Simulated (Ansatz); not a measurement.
The starting structures come from a database of crystals and need not be the phases stable at ambient conditions.

# Evanescent states of Li2GeF6 (P4_2/mnm, not sure to be the ambient phase, 18 atoms a cell, 10.0 Å³ an atom) along the normal of (001)

The numbers are results of r2SCAN (plane waves, PAW; Ansatz, a quantum-chemistry and plane-wave program), not measurements.

No gap correction and no spin-orbit coupling; mid-gap values are interpolated between computed energies.

Energies count from the valence-band top; κ is the least over a 8×8 mesh across the current.

| E (eV) | κ (1/Å) | where |
|---|---|---|
| 0.16 | 0.399 | Γ |
| 0.48 | 0.498 | Γ |
| 0.80 | 0.530 | Γ |
| 1.12 | 0.554 | Γ |
| 1.44 | 0.573 | Γ |
| 1.76 | [?] | Γ |
| 2.08 | [?] | Γ |
| 2.40 | [?] | Γ |
| 2.72 | [?] | Γ |
| 3.04 | [?] | Γ |
| 3.36 | [?] | Γ |
| 3.68 | [?] | Γ |
| 4.00 | [?] | Γ |
| 4.32 | 0.573 | Γ |
| 4.64 | [?] | Γ |
| 4.96 | [?] | Γ |
| 5.28 | [?] | Γ |
| 5.60 | 0.481 | Γ |
| 5.92 | 0.443 | Γ |
| 6.24 | 0.394 | Γ |
| 6.56 | 0.330 | Γ |
| 6.88 | 0.234 | Γ |

Question: Complete the blanks.

Answer: 
- 1.76, κ (1/Å): 0.587
- 2.08, κ (1/Å): 0.596
- 2.40, κ (1/Å): 0.602
- 2.72, κ (1/Å): 0.605
- 3.04, κ (1/Å): 0.605
- 3.36, κ (1/Å): 0.602
- 3.68, κ (1/Å): 0.595
- 4.00, κ (1/Å): 0.586
- 4.64, κ (1/Å): 0.557
- 4.96, κ (1/Å): 0.537
- 5.28, κ (1/Å): 0.512
